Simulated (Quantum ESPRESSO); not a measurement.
A self-consistent single point of ZnS (P6_3mc, 20 atoms in the cell) with Quantum ESPRESSO.

Computed with LDA (PZ), PSlibrary PAW (LDA) pseudopotentials (plane waves; Quantum ESPRESSO).

```
ZnS
1.0
    3.88613     0.00000     0.00000
   -1.94307     3.36549     0.00000
    0.00000     0.00000    31.78705
Zn S
10 10
Direct
  0.66667   0.33333   0.20000
  0.33333   0.66667   0.70000
  0.00000   0.00000   0.80000
  0.00000   0.00000   0.30000
  0.66667   0.33333   0.90000
  0.33333   0.66667   0.40000
  0.33333   0.66667   0.10010
  0.66667   0.33333   0.60010
  0.00000   0.00000   0.00010
  0.00000   0.00000   0.50010
  0.66667   0.33333   0.27490
  0.33333   0.66667   0.77490
  0.00000   0.00000   0.07500
  0.00000   0.00000   0.57500
  0.66667   0.33333   0.67500
  0.33333   0.66667   0.17500
  0.00000   0.00000   0.87490
  0.00000   0.00000   0.37490
  0.33333   0.66667   0.47510
  0.66667   0.33333   0.97510
```

Reference input (self-consistent single point, DFT, PBE, plane waves, PSlibrary PAW (PBE) pseudopotentials): ecutwfc = 50 Ry; ecutrho = 300 Ry; occupations = smearing; smearing = gauss; degauss = 0.0036749 Ry; potentials = {Zn: Zn.pbe-dn-kjpaw_psl.1.0.0.UPF, S: S.pbe-n-kjpaw_psl.1.0.0.UPF}; K_POINTS = automatic 5 5 1 0 0 0; conv_thr = 1e-10 Ry; mixing_beta = 0.7. This run's input differs from it in these lines:

```diff
@@ -23,4 +23,4 @@
 ATOMIC_SPECIES
-Zn    65.3800  Zn.pbe-dn-kjpaw_psl.1.0.0.UPF
-S     32.0600  S.pbe-n-kjpaw_psl.1.0.0.UPF
+Zn    65.3800  Zn.pz-dn-kjpaw_psl.1.0.0.UPF
+S     32.0600  S.pz-n-kjpaw_psl.1.0.0.UPF
 ATOMIC_POSITIONS {angstrom}
```

Output (repeated stretches shortened):

```
     Self-consistent Calculation

     iteration #  1     ecut=    50.00 Ry     beta= 0.70

     Threshold (ethr) on eigenvalues was too large:
     Diagonalizing with lowered threshold

     total energy              =   -3022.91050200 Ry
     estimated scf accuracy    <       0.49808569 Ry

     iteration #  2     ecut=    50.00 Ry     beta= 0.70

     total energy              =   -3023.03384049 Ry
     estimated scf accuracy    <       0.13108270 Ry

     iteration #  3     ecut=    50.00 Ry     beta= 0.70

     total energy              =   -3023.05781777 Ry
     estimated scf accuracy    <       0.00781643 Ry

   [... 9 blocks of this kind left out ...]

     iteration # 13     ecut=    50.00 Ry     beta= 0.70

     total energy              =   -3023.06106590 Ry
     estimated scf accuracy    <          8.8E-10 Ry

     iteration # 14     ecut=    50.00 Ry     beta= 0.70
     End of self-consistent calculation

     the Fermi energy is     5.4091 ev

!    total energy              =   -3023.06106590 Ry
     estimated scf accuracy    <          5.3E-11 Ry
     smearing contrib. (-TS)   =      -0.00000000 Ry
     internal energy E=F+TS    =   -3023.06106590 Ry

     convergence has been achieved in  14 iterations

     Forces acting on atoms (cartesian axes, Ry/au):

     atom    1 type  1   force =    -0.00000000    0.00000000    0.00004471
     atom    2 type  1   force =     0.00000000    0.00000000    0.00004471
     atom    3 type  1   force =     0.00000000    0.00000000   -0.00039642
     atom    4 type  1   force =     0.00000000    0.00000000   -0.00039642
     atom    5 type  1   force =     0.00000000   -0.00000000    0.00031819
   [... lines left out ...]

     Total force =     0.001370     Total SCF correction =     0.000010

          total   stress  (Ry/bohr**3)                   (kbar)     P=      -83.27
  -0.00056150   0.00000000   0.00000000          -82.60        0.00        0.00
   0.00000000  -0.00056150  -0.00000000            0.00      -82.60       -0.00
   0.00000000   0.00000000  -0.00057510            0.00        0.00      -84.60

   JOB DONE.
```

The run converged in 14 iterations. Against the reference run the pressure goes from -2.76 to -8.33 GPa, the largest force hardly changes (0.015 to 0.013 eV/Å) and the gap on the mesh goes from 1.878 to 1.624 eV. The full log also holds: “c_bands:  1 eigenvalues not converged”.

The starting cell comes from a database of computed structures (which also holds hypothetical and non-ambient phases and stackings), without a prior relaxation at this level. Its lattice was rescaled by a random factor within 2.5 % of one. With a pressure of about -8 GPa the cell is away from its equilibrium volume at this level.

Cost on one core of a shared machine: roughly 6 min.
